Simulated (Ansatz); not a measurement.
Pt: Pt interstitial (started 1.71 Å from the nearest host atom), symmetric start

Consider a 12-atom supercell of Pt in the fcc (Cu type) structure (space group Fm-3m, No. 225; a = 3.9400 Å) at its relaxed geometry.

Perturbation: a neutral Pt interstitial (started 1.71 Å from the nearest host atom), symmetric start, atoms relaxed at fixed cell.

Method: r2SCAN (Ansatz, a program for electronic structure; PAW; 500 eV plane waves; without spin-orbit coupling), earlier PAW set. k-mesh 7×5×7 (Γ-centred); smearing 0.05 eV (Fermi–Dirac).

```csv
quantity,base,changed,shift
pressure,-0.1 GPa,58.2 GPa,+58.3 GPa
largest displacement of a host atom from its site in the perfect cell,–,1.08 Å,–
final site of the added atom,–,13 Pt at 2.17–3.36 Å,–
```

Final structure:

```
CELL_PARAMETERS angstrom
      0.00000     3.94001     3.94001
      3.94001    -3.94001     3.94001
      3.94001     3.94001     0.00000
ATOMIC_POSITIONS crystal
  Pt 0.00000 0.86055 0.00000
  Pt 0.99994 0.01912 0.50003
  Pt 0.18706 0.38983 0.18706
  Pt 0.18706 0.38983 0.62587
  Pt 0.33333 0.71826 0.33333
  Pt 0.37407 0.64869 0.81296
  Pt 0.50003 0.01912 0.99994
  Pt 0.50003 0.01912 0.50003
  Pt 0.62587 0.38983 0.18706
  Pt 0.66667 0.32008 0.66667
  Pt 0.81296 0.64869 0.37407
  Pt 0.81296 0.64869 0.81296
  Pt 0.00000 0.17818 0.00000
```

Cost of the whole job for the changed cell (relaxation, final SCF and bands): around 10 core-minutes (rough).

The cell is small, so the values are those of an ordered compound at a high defect concentration; dilute-limit values will differ. The defect started on the symmetric site and kept its symmetry, so it may sit on a saddle. The final runs are not spin-polarised. The defect cell is not spin-polarised.
